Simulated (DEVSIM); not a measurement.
Device: Au/SiO2/n-Si capacitor, at 400 K.

| layer (left to right) | material | thickness (nm) | Nd (cm⁻³) |
|---|---|---|---|
| 1 | SiO2 | 2.20 | - |
| 2 | Si | 340 | 2.8e18 |

Metal gate on the left, work function 5.1 eV. Fixed charge at the semiconductor interface 0 cm⁻² (in units of +e); interface traps 2.8e10 cm⁻² eV⁻¹, uniform in energy, neutral level at 0.3 of the gap above the valence band.

Constants are typed, rounded textbook-type inputs, not results; the design itself was drawn at random and stands for no fabricated device. Values at 300 K; Nc and Nv go as T^1.5, mobilities as T to minus their exponent, the gap by Varshni's rule with the affinity fixed.

```csv
parameter,SiO2,Si
gap (eV),9,1.124
affinity (eV),0.9,4.05
permittivity,3.9,11.7
Nc (cm⁻³),-,2.86e19
Nv (cm⁻³),-,3.1e19
Varshni α (eV/K),-,0.000473
Varshni β (K),-,636
```

DEVSIM, 1D Poisson equation in equilibrium, Boltzmann statistics, complete ionisation; no quantum confinement or tunnelling. Metal contacts follow the ideal Schottky-Mott rule: no Fermi-level pinning, no interface dipoles.

The interface trap density was swept, all else fixed.

| interface trap density (cm^-2 eV^-1) | threshold voltage (band bending 2φF) (V) | flat-band voltage (V) | minimum of the low-frequency capacitance (μF/cm²) |
|---|---|---|---|
| 0 | -0.53 | 0.96 | 0.423 |
| 1e10 | -0.53 | 0.96 | 0.424 |
| 2.8e10 | -0.53 | 0.96 | 0.426 |
| 1e11 | -0.53 | 0.96 | 0.432 |
| 3e11 | -0.54 | 0.98 | 0.449 |
| 1e12 | (withheld) | 1.02 | (withheld) |
| 2e12 | -0.58 | 1.09 | 0.572 |

**Question.** Some entries are withheld; supply them.

**Answer.** 
- 1e12, threshold voltage (band bending 2φF) (V): -0.55
- 1e12, minimum of the low-frequency capacitance (μF/cm²): 0.504
